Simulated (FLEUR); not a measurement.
Worked example: self-consistent single point of EuBeO3 (Pm-3m, 5 atoms in the cell) in FLEUR.

Computed with PBEsol, all-electron FLAPW (FLEUR), scalar-relativistic valence.

```yaml
crystal:
  lattice:
    - [3.64274, 0.00000, 0.00000]
    - [0.00000, 3.64274, 0.00000]
    - [0.00000, 0.00000, 3.64274]
  atoms:
    - { symbol: Eu, position: [0.00000, 0.00000, 0.00000], spin: 7.0 }
    - { symbol: Be, position: [0.50000, 0.50000, 0.50000] }
    - { symbol: O, position: [0.50000, 0.50000, 0.00000] }
    - { symbol: O, position: [0.00000, 0.50000, 0.50000] }
    - { symbol: O, position: [0.50000, 0.00000, 0.50000] }
```
(The spins are starting values, not results.)

Reference input (self-consistent single point, DFT, LDA (Vosko-Wilk-Nusair), all-electron FLAPW (FLEUR), scalar-relativistic valence): Kmax = 3.8 1/bohr; GmaxXC = 13.3 1/bohr; xcFunctional = vwn; jspins = 2; l_soc = F; mode = gauss; fermiSmearingEnergy = 0.00367493 Htr; mesh (inpgen div1-3) = 9 9 9; inpgen gamma flag = false; Gmax = 13.3 1/bohr; numbands = 0; maxIterBroyd = 15. This run's input differs from it in these lines:

```diff
@@ -17,3 +17,3 @@
 &comp jspins=2 /
-&exco xctyp='vwn' /
+&exco xctyp='PBEs' /
 &kpt div1=9 div2=9 div3=9 /
@@ -30,3 +30,3 @@
       <coreElectrons ctail="T" frcor="F" kcrel="0" coretail_lmax="0"/>
-      <xcFunctional name="vwn" relativisticCorrections="F"/>
+      <xcFunctional name="PBEs" relativisticCorrections="F"/>
       <magnetism jspins="2"/>
```

Output, abridged:

```
 Iteration:     1   Distance:      57.22515613 me/bohr^3
 Iteration:     2   Distance:      46.02263850 me/bohr^3
 Iteration:     3   Distance:      45.20995687 me/bohr^3
 Iteration:     4   Distance:      34.48369981 me/bohr^3
 Iteration:     5   Distance:      32.58743141 me/bohr^3
   [... 71 lines left out ...]
 Iteration:    77   Distance:       5.19800689 me/bohr^3
 Iteration:    78   Distance:       4.27326613 me/bohr^3
 Iteration:    79   Distance:       4.30867404 me/bohr^3
 Iteration:    80   Distance:       4.45770333 me/bohr^3
 Run finished successfully
 Stop message:
   all done

[file out, last iteration]
             iter=     80
[...]
          total density-effective poten   -1.8825278653E+04
          total charge density-energy d   -2.6735270294E+02
 Updated energy parameters for spin:           1
 Updated energy parameters for spin:           2
[...]
 fermi energy and band-weighting factors:

[...]
   [... lines left out ...]
          first approx. to ef    (T=0)  :   0.295696 htr   (energy of the highest occ. eigenvalue)
          total moment                 =     6.75137
 Direct bandgap for spin            1 :    3.2819747089477547E-003  Htr
 Direct bandgap for spin            2 :    2.5373746758662885E-003  Htr
   [... lines left out ...]
Orbital  moments |                   Global Frame                     |                    Local Frame
Atom      |m|    | mx        my        mz        alpha     beta       | mx        my        mz        alpha     beta
     1  0.000000 |  0.000000  0.000000  0.000000  0.000000  0.000000  |  0.000000  0.000000  0.000000  0.000000  0.000000 omm
     2  0.000000 |  0.000000  0.000000  0.000000  0.000000  0.000000  |  0.000000  0.000000  0.000000  0.000000  0.000000 omm
     3  0.000000 |  0.000000  0.000000  0.000000  0.000000  0.000000  |  0.000000  0.000000  0.000000  0.000000  0.000000 omm
     t o t a l  e n e r g y
          sum of eigenvalues =             -6790.2943784306
          density-effective potential i   -18825.2786530624
          charge density-ex.-corr.energ     -267.3527029440
 F
```

The run ended unconverged after 80 iterations. 

The starting cell comes from a database of computed structures (which also holds hypothetical and non-ambient phases and stackings), without a prior relaxation at this level. Spin-orbit coupling is off. Values depend on the basis (sphere radii, cutoffs, local orbitals), which need not be converged.

Cost on one core of a shared machine: roughly 9 min.
